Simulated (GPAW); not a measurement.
Worked example: self-consistent single point of SrPdO3 (Pm-3m, 5 atoms in the cell) in GPAW.

Method: LDA (Perdew-Wang 92), GPAW PAW datasets LDA (gpaw-data 1.0.1) (plane waves; GPAW 25.7.0).

```
SrPdO3
1.0
    4.12591     0.00000     0.00000
    0.00000     4.12591     0.00000
    0.00000     0.00000     4.12591
Sr Pd O
1 1 3
Cartesian
  0.00000   0.00000   0.00000
  2.06296   2.06296   2.06296
  2.06296   2.06296   0.00000
  0.00000   2.06296   2.06296
  2.06296   0.00000   2.06296
```

Reference input (self-consistent single point, DFT PBEsol, plane waves, GPAW PAW datasets PBEsol (made by gpaw-setup)): mode = pw; ecut = 900 eV; xc = PBEsol; kpts = 6 6 6; mesh shift (steps) = 0 0 0; occupations.name = methfessel-paxton; occupations.width = 0.1 eV; occupations.order = 0; nbands = -9; convergence.forces = 0.001 eV/Å; symmetry.symmorphic = false; symmetry.tolerance = 0.0005. This run's input differs from it in these lines:

```diff
@@ -16,3 +16,3 @@
 calc = GPAW(mode=PW(900),
-            xc='PBEsol',
+            xc='LDA',
             kpts={'size': (6, 6, 6), 'gamma': True},
```

Its files differ too (potentials: GPAW PAW datasets LDA (gpaw-data 1.0.1)).

Output, abridged:

```
     iter     time        total  log10-change:
                         energy   eigst   dens  force
iter:   1 --:--:--   -44.681705
iter:   2 --:--:--   -39.989391   -0.88  -1.01
iter:   3 --:--:--   -31.719114   -0.13  -1.08
iter:   4 --:--:--   -32.382522   -1.78  -1.44
iter:   5 --:--:--   -31.741022   -0.93  -1.35
iter:   6 --:--:--   -31.465926   -2.13  -1.86
iter:   7 --:--:--   -31.461410   -3.41  -2.12
iter:   8 --:--:--   -31.436169   -2.79  -2.19
iter:   9 --:--:--   -31.435802   -4.15  -2.57
iter:  10 --:--:--   -31.435830c  -4.25  -2.62
iter:  11 --:--:--   -31.435617c  -3.89  -2.68
iter:  12 --:--:--   -31.434816c  -4.59  -2.91
iter:  13 --:--:--   -31.434753c  -4.93  -3.37
iter:  14 --:--:--   -31.434772c  -5.94  -3.77
iter:  15 --:--:--   -31.434782c  -6.39  -3.88
iter:  16 --:--:--   -31.434778c  -7.00  -3.95
iter:  17 --:--:--   -31.434767c  -6.32  -4.00
iter:  18 --:--:--   -31.434765c  -7.27  -4.04c
iter:  19 --:--:--   -31.434762c  -7.95c -4.09c
iter:  20 --:--:--   -31.434753c  -6.65  -4.12c
iter:  21 --:--:--   -31.434752c  -8.09c -4.27c -19.52c
Converged after 21 iterations.

Dipole moment: (-0.000009, -0.000009, -0.000009) |e|*Ang

Energy contributions relative to reference atoms: (reference = -229578.537366)

Kinetic:         -4.992856
Potential:       -3.359233
External:        +0.000000
XC:             -23.280022
Entropy (-ST):   -0.037265
Local:           +0.215991
SIC:             +0.000000
--------------------------
Free energy:    -31.453384
Extrapolated:   -31.434752

Showing only first 2 kpts
 Kpt  Band  Eigenvalues  Occupancy
  0    20      3.48530    2.00000
  0    21      3.78163    2.00000
  0    22      3.78163    2.00000
  0    23      3.78163    2.00000

  1    20      3.58296    2.00000
  1    21      3.99523    2.00000
  1    22      3.99523    2.00000
  1    23      4.77675    0.15323

Fermi level: 4.67576

No gap
   [... lines left out ...]
Energy (eV): -31.434752

Forces in eV/Ang:
  0 Sr    0.00000    0.00000   -0.00000
  1 Pd    0.00000    0.00000    0.00000
  2 O     0.00000    0.00000    0.00000
  3 O     0.00000    0.00000    0.00000
  4 O     0.00000    0.00000    0.00000

Stress tensor:
     0.112519     0.000000     0.000000
     0.000000     0.112519     0.000000
     0.000000     0.000000     0.112519
Stress (GPa, Voigt): [18.0275 18.0275 18.0275  0.      0.      0.    ]
```

The run converged in 21 iterations. GPAW prints stress with tension positive. 

At such cutoffs GPAW's stress carries a finite-basis (Pulay) error, which enters relaxed cells too; its log prints stress with tension positive.

The starting cell comes from a database of computed structures (which also holds hypothetical and non-ambient phases and stackings), without a prior relaxation at this level. Its lattice was rescaled by a random factor within 2.5 % of one. Spin polarisation is off.

Cost on one core of a shared machine: roughly 50 s.
